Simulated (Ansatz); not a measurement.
## GdSi (Pnma, No. 62)

Computed with r²SCAN (Ansatz, an electronic-structure program, PAW).

Run with plane-wave cutoff 500 eV, 8×10×6 k mesh (along the axes of the cell as run), Fermi–Dirac smearing 0.05 eV, spin-polarised start, scalar-relativistic PAW data made under PBE.

Cell: relaxed at this level.

```
Property                Result
---------------  -------------
volume per atom  22.26 Å³/atom
```

Note: the magnetic order was assumed, not searched for or taken from measurement; the 4f shell is treated without U or exact exchange, so its levels and filling can be wrong.

Spin–orbit coupling is not included.

Computed values are for the static lattice.

Cost on a shared machine: around 40 core-minutes (rough).
